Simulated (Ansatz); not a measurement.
# MoTe2 (space group P6_3/mmc, No. 194; layered, stacked along the Cartesian z axis)

```cif
data_Mo2Te4
_chemical_formula_sum 'Te4 Mo2'
_space_group_name_H-M_alt 'P 1'
_space_group_IT_number 1
_cell_length_a 3.49664
_cell_length_b 3.49664
_cell_length_c 13.69594
_cell_angle_alpha 90.000
_cell_angle_beta 90.000
_cell_angle_gamma 120.000
loop_
_space_group_symop_operation_xyz
  'x, y, z'
loop_
_atom_site_label
_atom_site_type_symbol
_atom_site_fract_x
_atom_site_fract_y
_atom_site_fract_z
_atom_site_occupancy
Te1 Te 0.66667 0.33333 0.38268 1
Te2 Te 0.33333 0.66667 0.88268 1
Te3 Te 0.33333 0.66667 0.61732 1
Te4 Te 0.66667 0.33333 0.11732 1
Mo1 Mo 0.66667 0.33333 0.75000 1
Mo2 Mo 0.33333 0.66667 0.25000 1
```

Method: plane-wave PAW DFT at the PBE-D3(BJ) level (Ansatz, a program for electronic structure, 420 eV), no spin-orbit coupling. Γ-centred 11×11×3 mesh, Fermi–Dirac width 0.05 eV.

```json
{
  "volume_per_atom": "24.17 Å³",
  "density": "8.04 g/cm³",
  "band_gap": "0.60 eV, indirect, Γ → K–Γ (44 % along)",
  "total_energy": "-6306.106 eV/atom (σ→0; compares only within this code and set-up)"
}
```

Spin-orbit coupling, missing from the scalar runs, can matter with Te. Stability against distortions was not tested. The D3 term's C6 switches between coordination references near this geometry, which can add small steps to energies.
